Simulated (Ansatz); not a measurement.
The reference is PbI₂ in the 2H-MoS2 type structure (space group P6_3/mmc, No. 194; a hypothetical phase, not in the database extracts checked).

Space group P6₃/mmc (No. 194); a = b = 4.398 Å, c = 14.845 Å, α = β = 90.00°, γ = 120.00°

```tsv
atom	site	symmetry	x	y	z
Pb	2d	-6m2	0.6667	0.3333	0.2500
I	4f	3m.	0.3333	0.6667	0.1121
```

Level of theory: plane-wave PAW DFT at the PBE-D3(BJ) level (Ansatz, a quantum-chemistry and plane-wave program, 420 eV), no spin-orbit coupling, earlier PAW set.

Base values:

The shortest interatomic distance is 3.261 Å and the In-plane lattice parameter a is 4.398 Å.

Modification: a free-standing slab of 2 layers (6 atoms, 3 a layer) is cut normal to the stacking axis, with 15 Å of vacuum and the in-plane cell relaxed.

### Question
Estimate the effect on the shortest interatomic distance, excess energy per area of both faces, thickness between the outermost nuclei and in-plane lattice parameter a.

### Answer
The shortest interatomic distance hardly moves (3.261 Å against 3.263 Å); the excess energy per area of both faces (slab less bulk energy over the cell's area: twice a surface energy) amounts to 0.21 J/m²; the thickness between the outermost nuclei amounts to 11.54 Å; the in-plane lattice parameter a is nearly the same (4.398 Å against 4.399 Å).

The excess energy carries the mismatch between the slab's and the bulk's meshes. Whether these cells are dynamically stable was not tested.
